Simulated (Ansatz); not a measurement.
Base system: HgS in the zinc blende structure (space group F-43m, No. 216; a = 5.876 Å).

Computed with PBEsol (Ansatz, a first-principles code, PAW, no spin-orbit coupling).

Before the change:

| Quantity | Result |
|---|---|
| Density | 7.62 g/cm³ |
| Shortest interatomic distance | 2.544 Å |

Now apply this change: a hydrostatic pressure of 2.1 GPa.

### Question
What does the calculation give for the density after the change?

### Answer
The density rises by 0.25 g/cm³ (7.62 g/cm³ → 7.87 g/cm³).

### Question
What does the calculation give for the shortest interatomic distance after the change?

### Answer
The shortest interatomic distance decreases by 0.027 Å (2.544 Å → 2.517 Å).

Load acts through the strain it causes; cell and atoms are relaxed under it. Stability against distortions was not tested. Tetrahedral semiconductors of this kind turn to denser phases somewhere between about 1 and 50 GPa; those were not computed, so compressed cells here can lie past the real transition. All final runs are without spin polarisation.
